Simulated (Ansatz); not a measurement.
# BeSe (model structure, started from the PtS type, P4₂/mmc, No. 131, 4 atoms in the cell): equilibrium lattice constant a by level of theory

No measured value is used here.

```
level (code)         value (Å)
-------------------  ---------
PBE (Ansatz)               [?]
PBEsol (Ansatz)          3.444
PBE-D3(BJ) (Ansatz)      3.424
```

Task: Fill in the missing entries.

Result: 
- PBE (Ansatz, a quantum-chemistry and plane-wave program), value (Å): 3.491

Ansatz's density-functional and Hartree–Fock values are scalar-relativistic unless marked +SOC, with PAW data made under PBE.

A model structure was made by putting elements into a prototype or built by hand; it is no filed structure, need not be a known phase, and can be a saddle point held by its symmetry.
